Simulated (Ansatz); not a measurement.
Take LiNbO$_{3}$ (space group R3c, No. 161; a = 5.1899 Å, c = 14.0145 Å (hexagonal axes)) as the base.

The values are results of PBE (Ansatz, a first-principles code, PAW, spin-orbit coupling left out), not measurements.

For the base:

The lattice parameter a comes out as 5.190 Å and the c/a ratio is 2.700.

The change: a hydrostatic pressure of 7.5 GPa.

### Question
Estimate the effect on the lattice parameter a.

### Answer
The lattice parameter a shrinks by 0.113 Å to 5.077 Å.

### Question
What does the calculation give for the c/a ratio after the change?

### Answer
The c/a ratio rises by 0.0112 (2.700 → 2.712).

Load acts through the strain it causes; cell and atoms are relaxed under it. Whether these cells are dynamically stable was not tested. Competing high-pressure phases were not computed.
